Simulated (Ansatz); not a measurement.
Start from P in the black-P type structure (space group Cmce, No. 64; a = 3.3022 Å, b = 10.6908 Å, c = 4.4667 Å; layered, stacked along the Cartesian y axis). Axes: x, y, z lie along a, b, c of the conventional cell.

Computed with r2SCAN+rVV10, PAW, 500 eV (Ansatz, an electronic-structure program; scalar-relativistic without spin-orbit coupling).

Before the change:

- Shortest interatomic distance = 2.213 Å
- Band gap = zero

One thing is altered: uniaxial stress, 5 GPa tension along x; all other stress components relax to zero.

Question: Estimate the effect on the energy relative to the base.

Answer: The energy increases by 10 meV/atom.

Question: Predict the new shortest interatomic distance.

Answer: The shortest interatomic distance grows by 0.0297 Å, from 2.213 Å to 2.242 Å.

Question: Estimate the effect on the band gap.

Answer: The band gap remains zero.

Load acts through the strain it causes; cell and atoms are relaxed under it. Stability under load was not tested beyond the relaxation. Gaps under 0.05 eV, about the width of the smearing, are given as zero. A zero or small gap of P can be the functional's error rather than a property of the material.
